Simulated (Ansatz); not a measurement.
The parent structure is CeO$_{2}$ in the fluorite structure (space group Fm-3m, No. 225).

```cif
data_CeO2
_chemical_formula_sum 'Ce1 O2'
_space_group_name_H-M_alt 'P 1'
_space_group_IT_number 1
_cell_length_a 3.84479
_cell_length_b 3.84479
_cell_length_c 3.84479
_cell_angle_alpha 60.000
_cell_angle_beta 60.000
_cell_angle_gamma 60.000
loop_
_space_group_symop_operation_xyz
  'x, y, z'
loop_
_atom_site_label
_atom_site_type_symbol
_atom_site_fract_x
_atom_site_fract_y
_atom_site_fract_z
_atom_site_occupancy
Ce1 Ce 0.00000 0.00000 0.00000 1
O1 O 0.25000 0.25000 0.25000 1
O2 O 0.75000 0.75000 0.75000 1
```

Computed with DFT with r2SCAN, PAW potentials and a 500 eV plane-wave cutoff in Ansatz (a quantum-chemistry and plane-wave program), without spin-orbit coupling.

One change was made to it. Results:

```json
[
 {"quantity": "band gap", "base": "2.20 eV", "after": "2.52 eV"},
 {"quantity": "lattice parameter a", "base": "10.275 bohr", "after": "9.954 bohr"}
]
```

**Question.** What was done to the base?
A. pressure 0.9 GPa
B. pressure 22.5 GPa
C. pressure 9 GPa
D. pressure 2.1 GPa
E. pressure −1 GPa

**Answer.** B, pressure 22.5 GPa. For comparison, the band gap in the other runs: pressure −1 GPa gives 2.18 eV; pressure 9 GPa gives 2.34 eV; pressure 2.1 GPa gives 2.23 eV; pressure 0.9 GPa gives 2.21 eV.

Load acts through the strain it causes; cell and atoms are relaxed under it. No phonon test of stability was made. Competing high-pressure phases were not computed. Starting moments died away, wholly or in part, for the base; another magnetic solution may exist. The final runs are not spin-polarised.
